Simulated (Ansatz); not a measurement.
An Ansatz (an electronic-structure program) input (Ansatz PBEsol, no SOC):

Ansatz 0.2 input:
```yaml
crystal:
  lattice:
    - [2.952822129, 0, 0]
    - [-0.984274043, 2.7839474014, 0]
    - [0.984274043, 1.3919737007, 2.2755566676]
  atoms:
    - { symbol: Ta, position: [0, 0, 0] }
basis: { ecutwfc: 420, ecutrho_ratio: 4, xc_grid: 2, fft_grid_basis: typed }
kpoints: { mp_grid: { grid: [20, 20, 20] } }
hamiltonian:
  xc: pbesol
  dispersion: none
  pseudopotentials: { kind: paw }
scf: { occupations: { method: fermi_dirac, width: 0.05 } }
relax: { f_tol: 0.005, max_steps: 50, cell: { stress_tol: 0.01, fix: [a, b, gamma] } }
output: { forces: true, stress: true }
checkpoint: { write: state.ck, write_every: 1000 }
```

Problem. Which symmetry and how many k-points will the program report, and about how many plane waves at Γ?

Solution. Space group Fmmm (ITA 69) with 8 operations, k-points 1166 of 8000, and 363 plane waves at Γ.

Problem. And the final pressure?

Solution. -5.57 GPa (compression positive).

The cells carry an imposed strain or load. Whether these cells are dynamically stable was not tested. All final runs are without spin polarisation. The cell was made from Ta in the bcc (W type) structure (space group Im-3m, No. 229) by this change: biaxial strain +3.89 %, plane normal [110], relaxed out of plane.
